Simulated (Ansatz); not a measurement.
# SiC under load (space group P6_3mc): band-edge transport data

Consider the following.

```
CSi
1.0
    3.07333     0.00000     0.00000
   -1.53667     2.66158     0.00000
    0.00000     0.00000     5.09575
Si C
2 2
Direct
  0.33333   0.66667   0.00012
  0.66667   0.33333   0.50012
  0.33333   0.66667   0.37488
  0.66667   0.33333   0.87488
```

The numbers are results of PBE with spin-orbit coupling, rigid bands (plane waves, PAW; Ansatz, a quantum-chemistry and plane-wave program), not measurements. Condition of this run: uniaxial stress along c of -5 GPa (compression positive) (the target of the relaxation). How the cell was made: cell and atoms relaxed with PBEsol, then loaded as said.

```
Item                                                                                                                                                               Value
---------------------------------------------------------------------------------------------------------------------------------------  -------------------------------
band gap                                                                                                                                                         2.21 eV
electron conductivity mass (300 K, dilute)                                                                                               0.44 (x), 0.44 (y), 0.27 (z) mₑ
hole conductivity mass (300 K, dilute)                                                                                                   1.11 (x), 1.11 (y), 1.56 (z) mₑ
effective density of states N_c (300 K)                                                                                                                      1.1e19 cm⁻³
effective density of states N_v (300 K)                                                                                                                      6.2e19 cm⁻³
density-of-states mass, electrons                                                                                                                                0.59 mₑ
density-of-states mass, holes                                                                                                                                    1.83 mₑ
Seebeck coefficient, n-type 1e19 cm⁻³, 300 K                                                                                                                   -233 μV/K
best n-type power factor at 300 K for τ = 10 fs (best axis; densities from 1e16 to 1e21 cm⁻³ tried, whether or not they can be reached)      7.0 μW/(cm·K²) at 3e19 cm⁻³
Seebeck coefficient, p-type 1e19 cm⁻³, 300 K                                                                                                                    387 μV/K
best p-type power factor at 300 K for τ = 10 fs (best axis; densities from 1e16 to 1e21 cm⁻³ tried, whether or not they can be reached)     11.2 μW/(cm·K²) at 3e20 cm⁻³
```

Rigid bands; masses and Seebeck coefficients take one relaxation time τ for all states and one kind of carrier; polarons and phonon drag are left out. Geometry: cell and atoms relaxed with PBEsol.
